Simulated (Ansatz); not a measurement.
**GaN under a change: holes 1.5×10^21 cm⁻³**

Take GaN in the rock salt structure (space group Fm-3m, No. 225; a = 4.219 Å) as the base.

Now apply this change: 0.0282 holes added to each cell, a density of 1.5×10^21 cm⁻³, with a uniform compensating background at fixed cell and a 300 K Fermi–Dirac width.

Level of theory: plane-wave PAW DFT at the PBEsol level (Ansatz, a quantum-chemistry and plane-wave program, 420 eV), without spin-orbit coupling. k-mesh 31×31×31 (Γ-centred); smearing 0.0259 eV (Fermi–Dirac).

```json
[
 {"quantity": "gap between the host's bands", "base": "0.54 eV", "changed": "0.58 eV", "shift": "+0.04 eV"},
 {"quantity": "gap character", "base": "indirect, K–Γ (52 % along) → X", "changed": "indirect, K–Γ (52 % along) → X", "shift": "–"},
 {"quantity": "Fermi level relative to the doped band's edge (positive inside the band; to 0.05 eV)", "base": "–", "changed": "+0.05 eV", "shift": "–"}
]
```

Final structure:

```
CELL_PARAMETERS angstrom
      0.00000     2.10973     2.10973
      2.10973     0.00000     2.10973
      2.10973     2.10973     0.00000
ATOMIC_POSITIONS crystal
  Ga 0.00000 0.00000 0.00000
  N  0.50000 0.50000 0.50000
```
Cell charge +0.028171.

Charged cell with a jellium background: band edges are those of the host's band count, energies are not comparable with the neutral cell, and many-body gap narrowing is missing. Whether these cells are dynamically stable was not tested. This is not the structure that GaN has at room temperature and ambient pressure.
